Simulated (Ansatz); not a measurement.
TiC (Fm-3m): band-structure transport figures

Given:

```yaml
crystal:
  lattice:
    - [0.00000, 2.15208, 2.15208]
    - [2.15208, 0.00000, 2.15208]
    - [2.15208, 2.15208, 0.00000]
  atoms:
    - { symbol: Ti, position: [0.00000, 0.00000, 0.00000] }
    - { symbol: C, position: [0.50000, 0.50000, 0.50000] }
```

All values below come from PBEsol, rigid bands (plane waves, PAW, scalar-relativistic; Ansatz, a program for electronic structure). Condition of this run: hydrostatic pressure -2 GPa (the target of the relaxation). Cell: cell and atoms relaxed with PBEsol, then loaded as said.

```json
{
  "density of states at the Fermi level": "0.291 states/(eV·cell), both spins",
  "bare Sommerfeld coefficient": "0.34 mJ/(mol of atoms·K²)",
  "drude_plasma_energy": "3.6 eV",
  "root-mean-square Fermi velocity": "5.8e5 m/s",
  "resistivity times τ": "38 ×10⁻²² Ω·m·s"
}
```

A metal at this level (no band gap); rigid bands, thermally averaged at 300 K, both spins. Spin-orbit coupling is left out. τ is one relaxation time for all states.
